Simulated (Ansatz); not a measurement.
## PbS: response to strain

The reference is PbS in the rock salt structure (space group Fm-3m, No. 225; a = 5.9027 Å). Axes: x, y, z lie along the cube axes.

Strains are applied to the cell and any free atomic positions relax; under biaxial strain the out-of-plane vector relaxes too.

Levels (all Ansatz, a quantum-chemistry and plane-wave program, PAW): PBEsol (420 eV, no SOC); r2SCAN (500 eV, scalar-relativistic without spin-orbit coupling); HSE06 (420 eV, scalar-relativistic without spin-orbit coupling).

Band gaps by level, all at the geometries relaxed with PBEsol:

```tsv
case	PBEsol	r2SCAN	HSE06
base	0.19 eV	0.55 eV	0.72 eV
biaxial strain −0.66 %, plane normal [001], relaxed out of plane	0.14 eV	___	0.66 eV
isotropic strain +3.33 %	0.52 eV	___	1.11 eV
strain tensor (xx, yy, zz, yz, xz, xy) = (+0.73, −0.91, −1.48, +0.45, −1.28, +0.61) %	zero	___	–
```

### Question
Some entries are withheld; estimate them.

### Answer

- biaxial strain −0.66 %, plane normal [001], relaxed out of plane, r2SCAN: 0.50 eV
- isotropic strain +3.33 %, r2SCAN: 0.90 eV
- strain tensor (xx, yy, zz, yz, xz, xy) = (+0.73, −0.91, −1.48, +0.45, −1.28, +0.61) %, r2SCAN: 0.27 eV

Single points use the geometry relaxed with PBEsol. HSE06 gaps are upper bounds (no full band path). A case with no gap was solved on a k-mesh chosen for an insulator, which is coarse for it. Spin-orbit coupling, missing from the scalar runs, can matter with Pb. Stability against distortions was not tested. All final runs are without spin polarisation. A zero or small gap of PbS can be the functional's error rather than a property of the material.
